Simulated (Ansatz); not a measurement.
A self-consistent single point of RbSr₃ (I4/mmm, 4 atoms in the cell) with Ansatz (a program for electronic structure).

Method of the run: PBEsol, PAW files made with PBE (plane waves; Ansatz).

The change in words: lattice scaled by 0.98. Reference geometry:
```yaml
crystal:
  lattice:
    - [-3.09065, 3.09065, 6.37601]
    - [3.09065, -3.09065, 6.37601]
    - [3.09065, 3.09065, -6.37601]
  atoms:
    - { symbol: Rb, position: [0.00000, 0.00000, 0.00000] }
    - { symbol: Sr, position: [0.75000, 0.25000, 0.50000] }
    - { symbol: Sr, position: [0.25000, 0.75000, 0.50000] }
    - { symbol: Sr, position: [0.50000, 0.50000, 0.00000] }
```

Reference input (self-consistent single point, DFT, PBEsol, plane waves, PAW files made with PBE): basis.ecutwfc = 420 eV; kpoints.mp_grid.grid = 5 5 5; hamiltonian.xc = pbesol; hamiltonian.pseudopotentials = {kind: paw} (the program's default PAW files); scf.occupations.method = fermi_dirac; scf.occupations.width = 0.1 eV. This run's input differs from it in these lines:

```diff
@@ -2,5 +2,5 @@
   lattice:
-    - [-3.09065000, 3.09065000, 6.37600500]
-    - [3.09065000, -3.09065000, 6.37600500]
-    - [3.09065000, 3.09065000, -6.37600500]
+    - [-3.02883700, 3.02883700, 6.24848500]
+    - [3.02883700, -3.02883700, 6.24848500]
+    - [3.02883700, 3.02883700, -6.24848500]
   atoms:
```

Output, abridged:

```
SCF iter   1: F=—  HF=-13693.247685 eV  |F-HF|=—  |Δ(HF+E_count)|=         —  Δρ=4.21e-3  dr2=7.45e-2  ethr=3.10e-3  ⟨swp⟩=10.7  Hψ=2510  notcnv=0
all-band conjugate gradients solve this SCF's bands
preconditioner: auto → Kerker (q_TF=auto, 2.031 Å⁻¹)
SCF iter   2: F=—  HF=-13693.250246 eV  |F-HF|=—  |Δ(HF+E_count)|=   2.56e-3  Δρ=2.82e-3  dr2=3.86e-2  ethr=1.91e-4  ⟨swp⟩=1.6  Hψ=610  notcnv=0
SCF iter   3: F=—  HF=-13693.250133 eV  |F-HF|=—  |Δ(HF+E_count)|=   1.13e-4  Δρ=7.48e-4  dr2=1.99e-3  ethr=9.89e-5  ⟨swp⟩=2.8  Hψ=719  notcnv=0
SCF iter   4: F=—  HF=-13693.249877 eV  |F-HF|=—  |Δ(HF+E_count)|=   2.56e-4  Δρ=2.01e-4  dr2=8.71e-5  ethr=5.11e-6  ⟨swp⟩=2.9  Hψ=895  notcnv=0
SCF iter   5: F=—  HF=-13693.249827 eV  |F-HF|=—  |Δ(HF+E_count)|=   5.01e-5  Δρ=4.60e-5  dr2=1.13e-5  ethr=2.23e-7  ⟨swp⟩=2.2  Hψ=773  notcnv=0
SCF iter   6: F=—  HF=-13693.249828 eV  |F-HF|=—  |Δ(HF+E_count)|=   8.14e-7  Δρ=1.64e-5  dr2=9.07e-7  ethr=2.90e-8  ⟨swp⟩=2.0  Hψ=547  notcnv=0
SCF iter   7: F=-13693.249827 eV  HF=-13693.249828 eV  |F-HF|=2.02e-9  |Δ(HF+E_count)|=   4.07e-8  Δρ=2.70e-6  dr2=2.37e-8  ethr=2.56e-10  ⟨swp⟩=10.4  Hψ=2584  notcnv=0
SCF 1 converged in 7 iterations: F = -13693.249827 eV  dr2 = 2.37e-8
Free energy (F): -13693.249827 eV
Internal energy: -13693.102188 eV  (E = F + TS)
E sigma→0 (E₀):  -13693.176008 eV
Entropy (-TS):   -0.147640 eV (-36.910 meV/atom)
Fermi energy:    4.530523 eV
--- Forces (eV/Å), atoms counted from 1 ---
  atom   1  Rb    -0.00000000     0.00000000    -0.00000000
   [... zero for the other atoms too ...]
--- Stress (GPa, compression-positive) ---
        0.096792       0.000000       0.000000
        0.000000       0.096792       0.000000
        0.000000       0.000000      -0.053287
  P = ⅓ Tr σ = 0.0468 GPa (0.468 kbar)
  The stress holds the Pulay correction. Without it, at fixed plane waves, as pw.x and ABINIT print it: P = 0.0452 GPa
```

The run converged in 7 iterations. Against the reference run the free energy drops by 4.8 meV/atom and the pressure goes from -0.45 to 0.05 GPa.

The starting cell comes from a database of computed structures (which also holds hypothetical and non-ambient phases and stackings), without a prior relaxation at this level. For this run, on top of that: lattice scaled by 0.98. Ansatz's pressure includes its estimate of the finite-basis (Pulay) stress.

Keys are those of Ansatz 0.2.
